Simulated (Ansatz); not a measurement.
TiO2, treated with r²SCAN (Ansatz, a quantum-chemistry and plane-wave program, plane waves, PAW).

Settings: plane-wave cutoff 600 eV, 10×8×10 k mesh (along the axes of the cell as run), Fermi–Dirac smearing 0.03 eV, no spin polarisation, scalar-relativistic PAW data made under PBE.

Starting structure:

```
CELL_PARAMETERS angstrom
      4.54535     0.00000     0.00000
      0.00000     5.51962     0.00000
      0.00000     0.00000     4.90920
ATOMIC_POSITIONS crystal
  Ti 0.50000 0.67299 0.75000
  Ti 0.50000 0.32701 0.25000
  Ti 0.00000 0.82701 0.25000
  Ti 0.00000 0.17299 0.75000
  O  0.72855 0.61828 0.08135
  O  0.27145 0.38172 0.91865
  O  0.77145 0.88172 0.58135
  O  0.22855 0.11828 0.41865
  O  0.22855 0.88172 0.91865
  O  0.77145 0.11828 0.08135
  O  0.27145 0.61828 0.41865
  O  0.72855 0.38172 0.58135
```

Problem. Into what structure does the relaxation of cell and atoms lead at this level, with the symmetry of the start kept?

Solution. The volume decreases by 0.4 %; final space group Pbcn.
```
CELL_PARAMETERS angstrom
      4.54526     0.00000     0.00000
      0.00000     5.51359     0.00000
      0.00000     0.00000     4.89366
ATOMIC_POSITIONS crystal
  Ti 0.50000 0.67580 0.75000
  Ti 0.50000 0.32420 0.25000
  Ti 0.00000 0.82420 0.25000
  Ti 0.00000 0.17580 0.75000
  O  0.72889 0.61819 0.08086
  O  0.27111 0.38181 0.91914
  O  0.77111 0.88181 0.58086
  O  0.22889 0.11819 0.41914
  O  0.22889 0.88181 0.91914
  O  0.77111 0.11819 0.08086
  O  0.27111 0.61819 0.41914
  O  0.72889 0.38181 0.58086
```

Note: the relaxation could not lower the start's symmetry, so the cell can be a saddle point above a distorted one.
